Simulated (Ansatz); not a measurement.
A periodic model of amorphous Hf14O34La4:

```xyz
52
Lattice="8.9120 0.0000 0.0000 0.0000 8.9120 0.0000 0.0000 0.0000 8.9120" Properties=species:S:1:pos:R:3 pbc="T T T"
Hf     7.5598     5.6324     0.3995
Hf     3.2706     1.4943     8.3457
Hf     1.0081     7.2103     6.9356
Hf     5.7389     8.4717     0.1248
Hf     1.9757     4.1406     7.2114
Hf     0.2845     0.2308     0.5006
Hf     7.5821     7.7371     3.3876
Hf     7.7011     4.3209     5.4782
Hf     0.8659     3.0916     2.0825
Hf     7.1579     2.6777     8.3370
Hf     1.7339     5.9613     4.0343
Hf     6.3746     0.5118     5.7313
Hf     3.6132     3.0803     4.3903
Hf     6.5636     2.2948     2.7683
O      7.4572     0.5315     8.2430
O      3.1028     6.6825     2.7310
O      0.2835     8.3506     2.2857
O      5.5759     6.4478     8.4989
O      5.2699     1.9606     8.4267
O      2.2207     7.5804     5.2105
O      1.6099     0.1565     7.6678
O      7.5942     0.8489     3.9854
O      1.8106     1.5699     1.0053
O      2.9385     2.4039     6.4128
O      8.6229     6.0650     3.7932
O      0.4281     2.8628     7.3594
O      3.8124     8.7611     0.6005
O      8.3799     3.2814     3.7059
O      5.8867     0.6139     1.9652
O      0.3356     4.5674     0.9041
O      5.9397     4.8948     5.0487
O      2.5354     6.0785     7.7539
O      7.1716     2.3863     6.1590
O      0.5728     5.3539     6.0465
O      6.5465     3.9444     1.0712
O      8.2847     8.1980     5.8321
O      5.7322     7.8440     4.4892
O      3.0475     3.5421     8.8270
O      5.0125     8.6616     7.0383
O      2.9975     4.7987     5.3799
O      2.2804     4.2271     2.9945
O      2.2306     1.7469     3.7741
O      5.0829     1.6165     4.5224
O      8.1482     1.9704     1.2679
O      8.7908     7.1670     8.6272
O      7.2957     4.6298     7.5362
O      6.6774     7.0240     1.7004
O      4.7914     3.3920     2.7787
La     0.6818     1.2839     5.5125
La     4.1447     5.1005     1.2582
La     3.7490     8.8471     3.0173
La     4.6303     6.4431     6.2568
```

The numbers are results of PBE, scalar-relativistic without spin-orbit coupling (plane waves to 420 eV, PAW; Ansatz, a first-principles code), not measurements.

It comes from a melt-quench run on a machine-learned potential (CHGNet), relaxed afterwards by DFT. O atoms were pushed apart under 1.9 Å during the dynamics, to hinder bonds among them. The hot cell started wider than the set density and was brought back towards it in steps. It is the lowest in DFT energy of 2 quenches. It is a model cell: composition and starting density were chosen by hand, and all elements were melted together. No dispersion term was used. Its density started from a set value of 8.41 and ended at 8.44 g/cm³. Cooling (nominally 450 K/ps over its main leg) ran many orders faster than in experiment, which tends to leave more defects and strain. A cell of this size samples the disorder only roughly. The volume was free in the relaxation, at fixed shape. Stress components on the final sampling reach 2.8 GPa.

Bonds are counted up to Hf-Hf 3.34 Å, Hf-O 2.92 Å, Hf-La 3.65 Å, O-O 1.58 Å, O-La 3.00 Å, La-La 3.96 Å. Two cations that share two anions don't count as bonded, nor two that share one unless they lie closer than Hf-Hf 3.25 Å, Hf-La 3.55 Å, La-La 3.85 Å.

Q: Give the coordination numbers, mean bond lengths and angles.

A: 
- Mean coordination of Hf by anions: 6.50 (7 with 6, 7 with 7)
- Mean coordination of O: 3.50 (3 with 2, 11 with 3, 20 with 4)
- Mean coordination of La by anions: 7.00 (1 with 6, 2 with 7, 1 with 8)
- Mean Hf-O bond: 2.175 Å (spread 0.190 Å, 91 counted)
- Mean O-La bond: 2.548 Å (spread 0.178 Å, 28 counted)
- Bond angle at Hf: mean 102.2°, spread 29.8°
- Bond angle at O: mean 110.3°, spread 17.5°
- Bond angle at La: mean 99.4°, spread 30.0°

Q: List the pairs of like atoms that count as bonded by the rules above.

A: There are none by these rules.

Q: What Bader charges do the atoms carry, from a run on the zone centre alone?

A: Means (range): Hf +2.59 e (+2.54 to +2.63), O -1.32 e (-1.36 to -1.26), La +2.12 e (+2.06 to +2.17).
```tsv
atom	charge (e)
Hf1	+2.61
Hf2	+2.63
Hf3	+2.59
Hf4	+2.57
Hf5	+2.54
Hf6	+2.57
Hf7	+2.60
Hf8	+2.56
Hf9	+2.61
Hf10	+2.60
Hf11	+2.57
Hf12	+2.59
Hf13	+2.59
Hf14	+2.62
O15	-1.33
O16	-1.29
O17	-1.28
O18	-1.33
O19	-1.29
O20	-1.34
O21	-1.34
O22	-1.31
O23	-1.30
O24	-1.34
O25	-1.30
O26	-1.31
O27	-1.28
O28	-1.35
O29	-1.29
O30	-1.28
O31	-1.26
O32	-1.31
O33	-1.32
O34	-1.36
O35	-1.32
O36	-1.34
O37	-1.34
O38	-1.30
O39	-1.32
O40	-1.34
O41	-1.34
O42	-1.31
O43	-1.32
O44	-1.34
O45	-1.33
O46	-1.31
O47	-1.33
O48	-1.28
La49	+2.06
La50	+2.17
La51	+2.13
La52	+2.13
```
